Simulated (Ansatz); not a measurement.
An Ansatz (an electronic-structure program) input (Ansatz, PBEsol, PAW, cutoff 420 eV, spin-orbit coupling left out):

Ansatz 0.2 input:
```yaml
crystal:
  lattice:
    - [4.6646340575, 0, 0]
    - [0, 4.6646340575, 0]
    - [0, 0, 4.6646340575]
  atoms:
    - { symbol: O, position: [0, 0, 0] }
    - { symbol: O, position: [0.5, 0, 0.5] }
    - { symbol: O, position: [0, 0.5, 0.5] }
    - { symbol: O, position: [0.5, 0.5, 0] }
    - { symbol: Mg, position: [0.5, 0.5, 0.5] }
    - { symbol: Ca, position: [0, 0.5, 0] }
    - { symbol: Ca, position: [0.5, 0, 0] }
    - { symbol: Ca, position: [0, 0, 0.5] }
basis: { ecutwfc: 420, ecutrho_ratio: 4, xc_grid: 2, fft_grid_basis: typed }
kpoints: { mp_grid: { grid: [7, 7, 7] } }
hamiltonian:
  xc: pbesol
  dispersion: none
  pseudopotentials: { kind: paw }
scf: { occupations: { method: fermi_dirac, width: 0.05 }, convergence: { dr2_threshold: 0.0000000008 } }
output: { forces: true, stress: true }
checkpoint: { write: state.ck, write_every: 1000 }
```

**Question.** Which symmetry and how many k-points will the program report, and about how many plane waves at Γ?

**Answer.** Space group Pm-3m (ITA 221) with 48 operations, k-points 20 of 343, and 1935 plane waves at Γ.

Each cell is one ordered arrangement of few atoms, which overstates ordering effects compared with a random alloy. No phonon test of stability was made. The cell was made from MgO by this change: x(Ca) = 0.75, 8 atoms, Pm-3m.
